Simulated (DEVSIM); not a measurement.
System: Pt/Al2O3/p-Ge capacitor, at 250 K.

```
layer (left to right)  material  thickness (nm)  Na (cm⁻³)
---------------------  --------  --------------  ---------
1                         Al2O3            4.40          -
2                            Ge           10000     3.4e15
```

Metal gate on the left, work function 5.6 eV. Fixed charge at the semiconductor interface -9.8e10 cm⁻² (in units of +e); interface traps 6.4e10 cm⁻² eV⁻¹, uniform in energy, neutral level at 0.5 of the gap above the valence band.

Constants are typed, rounded textbook-type inputs, not results; the design itself was drawn at random and stands for no fabricated device. Values at 300 K; Nc and Nv go as T^1.5, mobilities as T to minus their exponent, the gap by Varshni's rule with the affinity fixed.

| parameter | Al2O3 | Ge |
|---|---|---|
| gap (eV) | 6.8 | 0.664 |
| affinity (eV) | 1.35 | 4 |
| permittivity | 9 | 16 |
| Nc (cm⁻³) | - | 1.04e19 |
| Nv (cm⁻³) | - | 6e18 |
| Varshni α (eV/K) | - | 0.000477 |
| Varshni β (K) | - | 235 |

Simulated with DEVSIM: 1D Poisson equation in equilibrium, Boltzmann statistics, complete ionisation; no quantum confinement or tunnelling. Metal contacts follow the ideal Schottky-Mott rule: no Fermi-level pinning, no interface dipoles.

The interface trap density was swept, all else fixed.

```csv
interface trap density (cm^-2 eV^-1),minimum of the low-frequency capacitance (μF/cm²),threshold voltage (band bending 2φF) (V),flat-band voltage (V)
0,___,1.45,1.08
1e10,0.0405,1.45,1.08
6.4e10,0.0487,1.46,1.08
1e11,0.0541,1.46,1.08
3e11,0.0836,1.46,1.08
1e12,0.180,1.47,1.06
2e12,0.300,1.49,1.05
```

### Question
Complete the blanks.

### Answer

- 0, minimum of the low-frequency capacitance (μF/cm²): 0.0389
